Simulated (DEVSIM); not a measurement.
System: Pt/SiO2/p-Si capacitor, at 300 K.

| layer (left to right) | material | thickness (nm) | Na (cm⁻³) |
|---|---|---|---|
| 1 | SiO2 | 2.70 | - |
| 2 | Si | 550 | 1.1e18 |

Metal gate on the left, work function 5.6 eV. Fixed charge at the semiconductor interface 6e10 cm⁻² (in units of +e); no interface traps.

This is a model device: material constants are rounded textbook-type values typed into the input, and sizes, dopings and lifetimes were drawn at random. Values at 300 K.

| parameter | SiO2 | Si |
|---|---|---|
| gap (eV) | 9 | 1.124 |
| affinity (eV) | 0.9 | 4.05 |
| permittivity | 3.9 | 11.7 |
| Nc (cm⁻³) | - | 2.86e19 |
| Nv (cm⁻³) | - | 3.1e19 |

Model (solved in DEVSIM): 1D Poisson equation in equilibrium, Boltzmann statistics, complete ionisation; no quantum confinement or tunnelling. Metal contacts follow the ideal Schottky-Mott rule: no Fermi-level pinning, no interface dipoles.

### Question
Give the band bending (positive: bands bend down) and minority sheet density.

### Answer

```csv
Vg (V),ψs (V),minority carriers (cm⁻²)
0.1,-0.080,< 1e8
0.4,-0.029,< 1e8
0.7,0.082,< 1e8
1,0.265,< 1e8
1.3,0.478,< 1e8
1.6,0.707,< 1e8
1.9,0.941,3.3e10
```
